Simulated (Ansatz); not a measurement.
## A constructed model of the (0001) surface of hcp Os, a layer of Sn in place of the second plane (bottom of the slab: a bare face, its two planes held)

Method: PBE (plane waves to 420 eV, PAW; Ansatz, a program for electronic structure).

Set-up: 6 atoms, 10.8 Å thick at the start; mesh 16x16x1; 0.1 eV smearing; dipole correction on; 2 atoms held, the rest relaxed; symmetry of the start imposed; no spin, no spin-orbit, no U. It is one candidate, not shown to be the stable structure of the face.

```
Item                                                     Value
-----------------------------  -------------------------------
work function of the top face                          5.47 eV
energy released by relaxation                          0.26 eV
cost                           around 2.4 core-minutes (rough)
```
